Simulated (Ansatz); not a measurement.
Defect: interstitial B in zinc-blende BN, charge state +3. Method: PBE, PAW (plane waves to 420 eV; Ansatz, a quantum-chemistry and plane-wave program).

Cell of 64 host sites held at the relaxed PBE lattice; a 2×2×2 k-point mesh shifted by half a step; Fermi-Dirac width 0.01 eV, spin-restricted; finite-size errors left in. Energies are static. The charge state is imposed; whether it is stable for some Fermi level was not computed. Sites that were not tried may lie lower.

Barriers: single points on a 3×3×3 k-point mesh shifted by half a step at the bands' geometries.

The step: a direct jump of one B atom. Atoms about the jump, Cartesian Å from the middle of the jump, before and after:

```csv
atom,x0,y0,z0,x1,y1,z1
B1,0.00,0.91,0.91,0.00,-0.91,-0.91
N2,0.88,0.02,0.02,0.88,-0.02,-0.02
B3,0.00,-1.05,0.91,0.00,-0.91,1.05
B4,0.00,0.91,-1.05,0.00,1.05,-0.91
N5,-0.91,-1.83,-0.01,-0.88,-1.79,-0.02
N6,-0.88,0.02,1.79,-0.91,0.01,1.83
B7,-1.82,-0.91,-0.91,-1.96,-0.91,-0.91
B8,-1.96,0.91,0.91,-1.82,0.91,0.91
N9,-0.91,-0.01,-1.83,-0.88,-0.02,-1.79
N10,-0.88,1.79,0.02,-0.91,1.83,0.01
N11,-2.73,-0.01,-0.01,-2.73,0.01,0.01
B12,1.86,-0.95,-0.95,1.96,-0.91,-0.91
B13,1.96,0.91,0.91,1.86,0.95,0.95
B14,0.00,-2.72,-0.92,0.00,-2.86,-0.91
B15,0.00,0.91,2.86,0.00,0.92,2.72
B16,0.00,-0.92,-2.72,0.00,-0.91,-2.86
B17,0.00,2.86,0.91,0.00,2.72,0.92
N18,0.91,-1.81,-1.81,0.88,-1.79,-1.79
N19,0.88,1.79,1.79,0.91,1.81,1.81
N20,0.91,-1.83,1.82,0.91,-1.82,1.83
B21,-1.83,-2.72,0.91,-1.86,-2.77,0.95
B22,-1.86,-0.95,2.77,-1.83,-0.91,2.72
N23,0.91,1.82,-1.83,0.91,1.83,-1.82
B24,-1.83,0.91,-2.72,-1.86,0.95,-2.77
B25,-1.86,2.77,-0.95,-1.83,2.72,-0.91
B26,-3.62,-0.92,0.91,-3.62,-0.91,0.92
N27,-2.72,-1.81,1.81,-2.72,-1.81,1.81
B28,-3.62,0.91,-0.92,-3.62,0.92,-0.91
N29,-2.72,-1.81,-1.81,-2.73,-1.82,-1.82
N30,-2.73,1.82,1.82,-2.72,1.81,1.81
N31,-2.72,1.81,-1.81,-2.72,1.81,-1.81
```

### Question
Where do these atoms stand at the saddle point, and how high is it?

### Answer

| atom | x | y | z |
|---|---|---|---|
| B1 | -0.68 | -0.03 | 0.03 |
| N2 | 0.90 | 0.00 | 0.01 |
| B3 | 0.09 | -1.06 | 1.07 |
| B4 | 0.05 | 1.06 | -1.05 |
| N5 | -0.88 | -1.78 | 0.02 |
| N6 | -0.88 | -0.01 | 1.79 |
| B7 | -1.90 | -0.93 | -0.96 |
| B8 | -1.90 | 0.97 | 0.94 |
| N9 | -0.89 | 0.02 | -1.80 |
| N10 | -0.89 | 1.81 | -0.01 |
| N11 | -2.73 | 0.01 | 0.00 |
| B12 | 1.84 | -0.93 | -0.94 |
| B13 | 1.84 | 0.94 | 0.94 |
| B14 | 0.04 | -2.73 | -0.93 |
| B15 | 0.04 | 0.94 | 2.73 |
| B16 | 0.04 | -0.92 | -2.74 |
| B17 | 0.04 | 2.74 | 0.93 |
| N18 | 0.92 | -1.81 | -1.82 |
| N19 | 0.92 | 1.82 | 1.82 |
| N20 | 0.96 | -1.86 | 1.86 |
| B21 | -1.83 | -2.73 | 0.94 |
| B22 | -1.83 | -0.93 | 2.74 |
| N23 | 0.95 | 1.86 | -1.85 |
| B24 | -1.84 | 0.95 | -2.74 |
| B25 | -1.84 | 2.75 | -0.94 |
| B26 | -3.64 | -0.92 | 0.93 |
| N27 | -2.72 | -1.81 | 1.82 |
| B28 | -3.64 | 0.94 | -0.93 |
| N29 | -2.72 | -1.82 | -1.82 |
| N30 | -2.72 | 1.83 | 1.82 |
| N31 | -2.72 | 1.83 | -1.82 |
It lies 2.53 eV above the start and 2.53 eV above the end. The saddle point's order was not checked, and it lies on a symmetry element of the cell, where a band can be held. Symmetry-equivalent saddle points exist between the same ends.
